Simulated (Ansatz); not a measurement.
The reference is K in the bcc (W type) structure (space group Im-3m, No. 229; a = 5.215 Å; relaxed with 0.1 eV smearing).

The values are results of PBEsol, PAW, 420 eV (Ansatz, an electronic-structure program; no spin-orbit coupling), not measurements.

Strains are applied to the cell and any free atomic positions relax.

One change was made to it. Results:

```csv
quantity,base,after
energy relative to the base (free energy F),0 meV/atom,+1.4 meV/atom
pressure,0.0 GPa,-0.1 GPa
```

Problem. Which of these changes matches the shifts?
A) isotropic strain +2.50 %
B) isotropic strain +1.50 %
C) isotropic strain +3.00 %
D) isotropic strain −3.00 %

Solution. B, isotropic strain +1.50 %. For comparison, the energy relative to the base in the other runs: isotropic strain +3.00 % gives +5.7 meV/atom; isotropic strain −3.00 % gives +7.6 meV/atom; isotropic strain +2.50 % gives +4.0 meV/atom.

Stability against distortions was not tested.
